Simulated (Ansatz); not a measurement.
Start from SiC (space group P6_3mc, No. 186; a = 3.0781 Å, c = 10.0762 Å).

Computed with DFT with PBEsol, PAW potentials and a 420 eV plane-wave cutoff in Ansatz (a quantum-chemistry and plane-wave program), no SOC.

Before the change:

| Item | Result |
|---|---|
| Gap character | indirect, Γ → M |
| Gap between the host's bands | 2.12 eV |

Modification: electron doping at 2.0×10^21 cm⁻³ (0.165 per cell), with a uniform compensating background at fixed cell and a 300 K Fermi–Dirac width.

Predict the new gap character, Fermi level from band edge and gap between the host's bands.

The gap character remains indirect, Γ → M; the Fermi level relative to the doped band's edge (positive inside the band; to 0.05 eV) amounts to +0.45 eV; the gap between the host's bands drops by 0.014 eV, from 2.12 eV to 2.10 eV.

Charged cell with a jellium background: band edges are those of the host's band count, energies are not comparable with the neutral cell, and many-body gap narrowing is missing. Stability against distortions was not tested.
